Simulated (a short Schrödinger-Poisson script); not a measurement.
# Symmetric double-gate stack, HfO2 on p-type Si(100)

Stack: symmetric double-gate stack, HfO2 on p-type Si(100), at 300 K.

| layer | material | thickness (nm) | Na (cm⁻³) |
|---|---|---|---|
| 1 | HfO2 | 4.6 | - |
| 2 | Si | 5 | 5e17 |
| 3 | HfO2 | 4.6 | - |

The device is made up for the run: typed textbook-type constants, with dimensions and the other settings drawn at random. HfO2: permittivity 22, conduction-band edge (eV) 1.55, gap (eV) 5.7, electron mass (mₑ) 0.2. Si: permittivity 11.7, conduction-band edge (eV) 0, gap (eV) 1.124, Nv at 300 K (cm⁻³) 3.1e19.

Channel valleys (confinement mass, in-plane density-of-states mass, number): Δ2 0.916, 0.19, 2; Δ4 0.19, 0.417, 4. At the gates, both at one voltage, the conduction-band edge of layer 1 lies 1.7 eV − eVg above the Fermi level of the channel. Gaps are held at their typed values at every temperature. Mesh 0.03 nm at interfaces.

Solved with a short Schrödinger-Poisson script written for these runs: 1D Poisson equation in equilibrium, electrons quantum, Hartree (BenDaniel-Duke, 12 states a valley, the channel's in-plane mass for all, wave functions ending at the dielectric), parabolic valleys, classical holes, full ionisation, no traps, pinning or gate leakage.

| Vg (V) | electrons (cm⁻²) | C (μF/cm²) | Δ2 E0 (meV) | Δ2 E1 (meV) | Δ4 E0 (meV) | Δ4 E1 (meV) |
|---|---|---|---|---|---|---|
| -0.15 | 2.35e7 | < 0.003 | 323.2 | 372.1 | 386.0 | 623.1 |
| -0.1 | 1.63e8 | < 0.003 | 273.3 | 322.1 | 336.0 | 573.1 |
| -0.05 | 1.12e9 | 0.00710 | 223.3 | 272.2 | 286.0 | 523.1 |
| 0 | 7.72e9 | 0.0483 | 173.5 | 222.3 | 236.2 | 473.3 |
| 0.05 | 5.07e10 | 0.301 | 124.8 | 173.5 | 187.5 | 424.5 |
| 0.1 | 2.70e11 | 1.28 | 81.3 | 129.6 | 144.1 | 380.5 |
| 0.15 | 8.89e11 | 2.69 | 49.8 | 96.7 | 112.6 | 347.6 |
| 0.2 | 1.89e12 | 3.63 | 29.3 | 74.0 | 92.2 | 325.0 |
| 0.25 | 3.11e12 | 4.18 | 15.2 | 57.4 | 78.2 | 308.6 |
| 0.3 | 4.47e12 | 4.52 | 4.6 | 44.1 | 68.0 | 295.6 |
| 0.35 | 5.92e12 | 4.76 | -3.9 | 33.0 | 59.9 | 284.9 |
| 0.4 | 7.44e12 | 4.95 | -11.1 | 23.4 | 53.3 | 275.7 |
| 0.45 | 9.00e12 | 5.09 | -17.3 | 14.8 | 47.8 | 267.6 |
| 0.5 | 1.06e13 | 5.21 | -22.8 | 7.0 | 43.1 | 260.4 |
| 0.55 | 1.23e13 | 5.32 | -27.9 | -0.2 | 39.0 | 253.9 |
| 0.6 | 1.39e13 | 5.40 | -32.6 | -6.9 | 35.3 | 247.9 |
| 0.65 | 1.56e13 | 5.48 | -37.1 | -13.3 | 32.0 | 242.4 |
| 0.7 | 1.73e13 | 5.55 | -41.3 | -19.3 | 29.0 | 237.3 |
| 0.75 | 1.91e13 | 5.61 | -45.4 | -25.0 | 26.2 | 232.5 |
| 0.8 | 2.08e13 | 5.66 | -49.4 | -30.5 | 23.7 | 227.9 |
| 0.85 | 2.26e13 | 5.71 | -53.4 | -35.9 | 21.3 | 223.6 |

Subbands count from the Fermi level. The capacitance is that of both gates.
